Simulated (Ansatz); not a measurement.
Take ZrB2 (space group P6/mmm, No. 191; a = 3.171 Å, c = 3.542 Å; relaxed with 0.1 eV smearing) as the base. Axes: x lies along a and z along c of the hexagonal cell.

Calculations: Ansatz (an electronic-structure program), PBE, PAW, cutoff 420 eV, no SOC.

Base values:

| Quantity | Result |
|---|---|
| Shortest interatomic distance | 183.1 pm |

Now apply this change: biaxial strain +1.50 %, plane normal [001], relaxed out of plane (Cartesian); in-plane vectors clamped, the third vector and the atoms free.

Task: What does the calculation give for the in-plane stress, out-of-plane strain and shortest interatomic distance after the change?

Result: The mean in-plane stress (compression positive) amounts to -7.8 GPa; the out-of-plane strain amounts to -0.82 %; the shortest interatomic distance goes up by 2.7 pm (183.1 pm → 185.8 pm).

Stability against distortions was not tested. All final runs are without spin polarisation.
